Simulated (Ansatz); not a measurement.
For TaSi₂ (P6₄22, No. 181), LDA (plane waves, PAW; Ansatz, a program for electronic structure) gives:

```
Property                               Value
------------------------------  ------------
equilibrium lattice constant a       4.734 Å
lattice parameter c                  6.515 Å
cohesive energy                 7.29 eV/atom
```

Q: What does r²SCAN (Ansatz, plane waves, PAW) give for the same quantities?

A: 
- lattice constant a: 4.781 Å (goes up by 1.0 %)
- lattice parameter c: 6.558 Å (increases by 0.7 %)
- cohesive energy: 6.22 eV/atom (falls by 1.07 eV/atom)

Changes are worked out from the printed values.

Unless a cell is named, each level is at its own relaxed cell (LDA 14.05, r²SCAN 14.42 Å³/atom).

Levels without +SOC leave out spin–orbit coupling, which shifts energies and cells of such heavy elements.

Ansatz's density-functional and Hartree–Fock values are scalar-relativistic unless marked +SOC, with PAW data made under PBE.
